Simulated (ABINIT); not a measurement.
**ABINIT run on Nb₃Sn (Pm-3n, 8 atoms in the cell): self-consistent single point**

Method of the run: PBE, PAW (JTH v2.0 PBE PAW) (plane waves; ABINIT).

Input as run:

```
# Nb3Sn, JTH v2.0 PBE PAW
pp_dirpath "./"
pseudos "Nb.GGA_PBE-JTH.xml, Sn.GGA_PBE-JTH.xml"
acell 3*1.0 Angstrom
rprim
         5.4001690000    0.0000000000    0.0000000000
         0.0000000000    5.4001690000    0.0000000000
         0.0000000000    0.0000000000    5.4001690000
natom 8
ntypat 2
znucl 41 50
typat 1 1 1 1 1 1 2 2
xred
         0.2500000000    0.0000000000    0.5000000000
         0.7500000000    0.0000000000    0.5000000000
         0.5000000000    0.7500000000    0.0000000000
         0.5000000000    0.2500000000    0.0000000000
         0.0000000000    0.5000000000    0.7500000000
         0.0000000000    0.5000000000    0.2500000000
         0.0000000000    0.0000000000    0.0000000000
         0.5000000000    0.5000000000    0.5000000000
ecut 20
pawecutdg 40
pawxcdev 0
occopt 7
tsmear 0.1 eV
nband 66
kptopt 1
ngkpt 5 5 5
nshiftk 1
shiftk 0 0 0
nstep 80
toldfe 1.0e-09
prtwf 0
prtden 0
enunit 1
```

Output (repeated stretches shortened):

```
 Symmetries : space group Pm -3 n (#223); Bravais cP (primitive cubic)

 -outvars: echo values of preprocessed input variables --------
            acell      1.8897261329E+00  1.8897261329E+00  1.8897261329E+00 Bohr
             ecut      2.00000000E+01 Hartree
           enunit           1
              ixc     -101130
         kptrlatt        5    0    0      0    5    0      0    0    5
          kptrlen      5.10242024E+01
            natom           8
            nband          66
            ngfft          45      45      45
          ngfftdg          60      60      60
             nkpt          10
            nstep          80
             nsym          48
           ntypat           2
           occopt           7
        pawecutdg      4.00000000E+01 Hartree
         pawxcdev           0
            rprim      5.4001690000E+00  0.0000000000E+00  0.0000000000E+00
                       0.0000000000E+00  5.4001690000E+00  0.0000000000E+00
                       0.0000000000E+00  0.0000000000E+00  5.4001690000E+00
          spgroup         223
           toldfe      1.00000000E-09 Hartree
           tsmear      3.67493254E-03 Hartree
            typat      1  1  1  1  1  1  2  2
           useylm           1
             xred      2.5000000000E-01  0.0000000000E+00  5.0000000000E-01
                       7.5000000000E-01  0.0000000000E+00  5.0000000000E-01
                       5.0000000000E-01  7.5000000000E-01  0.0000000000E+00
                       5.0000000000E-01  2.5000000000E-01  0.0000000000E+00
                       0.0000000000E+00  5.0000000000E-01  7.5000000000E-01
                       0.0000000000E+00  5.0000000000E-01  2.5000000000E-01
                       0.0000000000E+00  0.0000000000E+00  0.0000000000E+00
                       5.0000000000E-01  5.0000000000E-01  5.0000000000E-01
            znucl       41.00000   50.00000

== DATASET  1 ==================================================================

 Real(R)+Recip(G) space primitive vectors, cartesian coordinates (Bohr,Bohr^-1):
 R(1)= 10.2048405  0.0000000  0.0000000  G(1)=  0.0979927  0.0000000  0.0000000
 R(2)=  0.0000000 10.2048405  0.0000000  G(2)=  0.0000000  0.0979927  0.0000000
 R(3)=  0.0000000  0.0000000 10.2048405  G(3)=  0.0000000  0.0000000  0.0979927
 Unit cell volume ucvol=  1.0627195E+03 bohr^3
 Angles (23,13,12)=  9.00000000E+01  9.00000000E+01  9.00000000E+01 degrees

 Coarse grid specifications (used for wave-functions):

 getcut: wavevector=  0.0000  0.0000  0.0000  ngfft=  45  45  45
         ecut(hartree)=     20.000   => boxcut(ratio)=   2.14174

 Fine grid specifications (used for densities):

 getcut: wavevector=  0.0000  0.0000  0.0000  ngfft=  60  60  60
         ecut(hartree)=     40.000   => boxcut(ratio)=   2.06514

   1.54124269E+04                                ecore*ucvol(ha*bohr**3)

_setup2: Arith. and geom. avg. npw (full set) are    4541.656    4541.638

--- !BeginCycle
solver: {iscf: 17, nstep: 80, nline: 4, wfoptalg: 10, }
tolerances: {toldfe: 1.00E-09, }
...

     iter   Etot(hartree)      deltaE(h)  residm     nres2
 ETOT  1  -483.30926837599    -4.833E+02 7.729E-01 3.917E+01
 ETOT  2  -484.64709954663    -1.338E+00 2.928E-02 7.524E+00
 ETOT  3  -484.65635511443    -9.256E-03 9.362E-03 2.326E+00
 ETOT  4  -484.65750265264    -1.148E-03 6.181E-03 2.723E-02
 ETOT  5  -484.65762014240    -1.175E-04 2.811E-03 4.914E-03
 ETOT  6  -484.65763762944    -1.749E-05 2.664E-03 1.805E-04
 ETOT  7  -484.65763984624    -2.217E-06 1.625E-03 7.532E-05
 ETOT  8  -484.65764001271    -1.665E-07 2.346E-03 2.152E-06
 ETOT  9  -484.65764005618    -4.347E-08 7.866E-04 9.969E-08
 ETOT 10  -484.65764006233    -6.147E-09 1.768E-03 2.639E-08
 ETOT 11  -484.65764006317    -8.366E-10 4.414E-04 1.254E-09
 ETOT 12  -484.65764006328    -1.198E-10 1.123E-03 1.024E-10

 At SCF step   12, etot is converged :
  for the second time, diff in etot=  1.198E-10 < toldfe=  1.000E-09

 Cartesian components of stress tensor (hartree/bohr^3)
  sigma(1 1)=  2.38108849E-04  sigma(3 2)=  0.00000000E+00
  sigma(2 2)=  2.38108849E-04  sigma(3 1)=  0.00000000E+00
  sigma(3 3)=  2.38108849E-04  sigma(2 1)=  0.00000000E+00

 ----iterations are completed or convergence reached----

 reduced coordinates (array xred) for    8 atoms
       0.250000000000      0.000000000000      0.500000000000
       0.750000000000      0.000000000000      0.500000000000
       0.500000000000      0.750000000000      0.000000000000
       0.500000000000      0.250000000000      0.000000000000
       0.000000000000      0.500000000000      0.750000000000
       0.000000000000      0.500000000000      0.250000000000
       0.000000000000      0.000000000000      0.000000000000
       0.500000000000      0.500000000000      0.500000000000
 cartesian forces (eV/Angstrom) at end:
    1      0.00000000000000    -0.00000000000000     0.00000000000000
    2     -0.00000000000000    -0.00000000000000     0.00000000000000
    3      0.00000000000000    -0.00000000000000     0.00000000000000
    4      0.00000000000000     0.00000000000000     0.00000000000000
    5      0.00000000000000    -0.00000000000000    -0.00000000000000
    6      0.00000000000000    -0.00000000000000     0.00000000000000
    7      0.00000000000000    -0.00000000000000     0.00000000000000
    8      0.00000000000000    -0.00000000000000     0.00000000000000
 frms,max,avg= 9.3414502E-30 3.0806717E-29   0.000E+00  0.000E+00  0.000E+00 e/A
 length scales=  1.889726132886  1.889726132886  1.889726132886 bohr
              =  1.000000000000  1.000000000000  1.000000000000 angstroms
 Fermi (or HOMO) energy (eV) =  11.86784   Average Vxc (eV)= -11.94640
 Eigenvalues (   eV  ) for nkpt=  10  k points:
 kpt#   1, nband= 66, wtk=  0.00800, kpt=  0.0000  0.0000  0.0000 (reduced coord)
 -42.79370  -42.73973  -42.73973  -42.56394  -42.56394  -42.56394  -19.53100  -19.53100
 -19.41178  -18.96297  -18.96297  -18.96297  -18.67617  -18.67617  -18.67617  -18.66403
 -18.66403  -18.66403  -18.58697  -18.58697  -18.58697  -18.04485  -18.04485  -18.04485
  -8.90807   -8.90807   -8.89761   -8.89761   -8.87724   -8.87724   -8.87724   -8.87409
  -8.87409   -8.87409    2.89864    4.35598    8.51753    8.51753    8.51753    8.88137
   8.88137    8.88137    9.20570    9.20570    9.71286   10.12221   10.12221   10.12221
  10.66657   11.39583   11.39583   11.39583   11.83753   11.83753   13.97211   14.11145
  14.11147   14.11152   15.07131   15.09872   15.21218   15.21978   15.39486   15.40035
  15.43621   15.46904
 prteigrs : prtvol=0 or 1, do not print more k-points.

--- !EnergyTerms
comment             : Components of total free energy in Hartree
kinetic             :  1.01916663958996E+02
hartree             :  9.85285138673934E+01
xc                  : -5.32219368306750E+01
Ewald energy        : -3.96827516014687E+02
psp_core            :  1.45028170895400E+01
local_psp           : -3.68100624181751E+02
spherical_terms     :  1.18547725197020E+02
internal            : -4.84654356914164E+02
'-kT*entropy'       : -3.28212451833499E-03
total_energy        : -4.84657639038682E+02
total_energy_eV     : -1.31882050565629E+04
...

-Cartesian components of stress tensor (GPa)         [Pressure= -7.0054E+00 GPa]
- sigma(1 1)=  7.00540302E+00  sigma(3 2)=  0.00000000E+00
- sigma(2 2)=  7.00540302E+00  sigma(3 1)=  0.00000000E+00
- sigma(3 3)=  7.00540302E+00  sigma(2 1)=  0.00000000E+00

 Calculation completed.
```

The run converged in 12 iterations.

The starting cell comes from a database of computed structures (which also holds hypothetical and non-ambient phases and stackings), without a prior relaxation at this level. Its lattice was rescaled by a random factor within 2.5 % of one. Spin polarisation is off. With a pressure of about -7 GPa the cell is away from its equilibrium volume at this level.

Cost on one core of a shared machine: roughly 6 min.
